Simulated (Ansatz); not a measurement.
Input and output of a self-consistent single point for LaRu2 (R3m, 6 atoms in the cell) (Ansatz, an electronic-structure program).

Computed with PBEsol, harder PAW files (source: ansatz) made with PBE (plane waves; Ansatz).

```xyz
6
Lattice="0.0000 3.8518 3.8518 3.8518 0.0000 3.8518 3.8518 3.8518 0.0000" Properties=species:S:1:pos:R:3 pbc="T T T"
La     1.9547     1.9547     1.9547
La     0.0000     0.0000     0.0000
Ru     2.8888     2.8888     4.8147
Ru     2.8888     4.8147     2.8888
Ru     4.8147     4.8147     4.8147
Ru     4.8147     2.8888     2.8888
```

Reference input (self-consistent single point, DFT, PBEsol, plane waves, default PAW files made with PBE): basis.ecutwfc = 30.9 Ry; kpoints.mp_grid.grid = 4 4 4; hamiltonian.xc = pbesol; hamiltonian.pseudopotentials = {kind: paw} (the program's default PAW files); scf.occupations.method = gaussian; scf.occupations.width = 0.0073 Ry. This run's input differs from it in these lines:

Ansatz 0.2 input:
```diff
@@ -14,3 +14,3 @@
 basis:
-  ecutwfc: 30.9 Ry
+  ecutwfc: 72.8 Ry
 kpoints:
@@ -22,2 +22,3 @@
     kind: paw
+    source: ansatz
 scf:
```

Output (repeated stretches shortened):

```
SCF iter   1: F=—  HF=-35684.198570 eV  |F-HF|=—  |Δ(HF+E_count)|=         —  Δρ=5.28e-1  dr2=8.77e2  ethr=3.10e-3  ⟨swp⟩=7.2  Hψ=2652  notcnv=0
all-band conjugate gradients solve this SCF's bands
preconditioner: auto → Kerker (q_TF=auto, 2.602 Å⁻¹)
SCF iter   2: F=—  HF=-35723.051794 eV  |F-HF|=—  |Δ(HF+E_count)|=    3.89e1  Δρ=3.00e-1  dr2=1.74e2  ethr=3.10e-3  ⟨swp⟩=18.5  Hψ=8065  notcnv=0  defer=6
   [... lines left out ...]
SCF iter   9: F=—  HF=-35646.391232 eV  |F-HF|=—  |Δ(HF+E_count)|=   8.52e-3  Δρ=6.70e-4  dr2=1.19e-3  ethr=2.16e-5  ⟨swp⟩=5.3  Hψ=1510  notcnv=0  defer=28
SCF iter  10: F=—  HF=-35646.390916 eV  |F-HF|=—  |Δ(HF+E_count)|=   3.16e-4  Δρ=1.36e-4  dr2=2.00e-5  ethr=1.38e-6  ⟨swp⟩=3.7  Hψ=1212  notcnv=0  defer=26
SCF iter  11: F=—  HF=-35646.391465 eV  |F-HF|=—  |Δ(HF+E_count)|=   5.49e-4  Δρ=3.16e-5  dr2=1.76e-6  ethr=2.33e-8  ⟨swp⟩=4.1  Hψ=1379  notcnv=0  defer=26
SCF iter  12: F=-35646.391465 eV  HF=-35646.391465 eV  |F-HF|=9.91e-8  |Δ(HF+E_count)|=   1.54e-7  Δρ=7.37e-6  dr2=8.14e-8  ethr=1.16e-10  ⟨swp⟩=32.9  Hψ=6658  notcnv=0
SCF 1 converged in 12 iterations: F = -35646.391465 eV  dr2 = 8.14e-8
Free energy (F): -35646.391465 eV
Internal energy: -35646.327700 eV  (E = F + TS)
E sigma→0 (E₀):  -35646.359582 eV
Entropy (-TS):   -0.063765 eV (-10.628 meV/atom)
Fermi energy:    17.832626 eV
--- Forces (eV/Å), atoms counted from 1 ---
  atom   1  La    -0.13666255    -0.13666255    -0.13666255
  atom   2  La     0.01805745     0.01805745     0.01805745
  atom   3  Ru     0.02915268     0.02915268     0.06766355
  atom   4  Ru     0.02915268     0.06766355     0.02915268
  atom   5  Ru    -0.00736818    -0.00736818    -0.00736818
  atom   6  Ru     0.06766355     0.02915268     0.02915268
--- Stress (GPa, compression-positive) ---
       -5.938028       0.017246       0.017246
        0.017246      -5.938028       0.017246
        0.017246       0.017246      -5.938028
  P = ⅓ Tr σ = -5.9380 GPa (-59.380 kbar)
  The stress holds the Pulay correction. Without it, at fixed plane waves, as pw.x and ABINIT print it: P = -5.9513 GPa
```

The run converged in 12 iterations. Against the reference run the pressure hardly changes (-5.97 to -5.94 GPa) and the largest force stays at 0.237 eV/Å.

The starting cell comes from a database of computed structures (which also holds hypothetical and non-ambient phases and stackings), without a prior relaxation at this level. Its lattice was rescaled by up to half a per cent. One atom was moved a little off its site on purpose. Spin polarisation is off. Ansatz's pressure includes its estimate of the finite-basis (Pulay) stress.

Cost on one core of a shared machine: roughly 60 s.
